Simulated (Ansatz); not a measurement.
HfSiO4 (I4₁/amd, No. 141, 12 atoms in the cell; start mp-4609), treated with LDA in Ansatz (plane waves, PAW).

Settings: plane-wave cutoff 520 eV, 8×8×8 k mesh, Fermi–Dirac smearing 0.01 eV, scalar-relativistic PAW data made under PBE.

Cell (relaxed at this level):

```
HfO4Si
1.0
   -3.26205     3.26205     2.96134
    3.26205    -3.26205     2.96134
    3.26205     3.26205    -2.96134
Hf Si O
2 2 8
Direct
  0.00000   0.00000   0.00000
  0.75000   0.25000   0.50000
  0.25000   0.75000   0.50000
  0.50000   0.50000   0.00000
  0.13301   0.31805   0.81495
  0.06805   0.75310   0.68505
  0.50310   0.31805   0.18505
  0.06805   0.38301   0.31495
  0.61699   0.93195   0.68505
  0.68195   0.86699   0.18505
  0.24690   0.93195   0.31495
  0.68195   0.49690   0.81495
```

Give the computed band gap and direct gap at Γ.


band gap: 5.43 eV (on the SCF k mesh)
direct gap at Γ: 5.85 eV

Note: the relaxation could not lower the start's symmetry, so the cell can be a saddle point above a distorted one.

Spin–orbit coupling is not included.

Computing time: about 2.0 core-minutes (a rough figure).

A start named mp-… is a Materials Project structure, which need not be a measured phase.

Ansatz is an electronic-structure program.
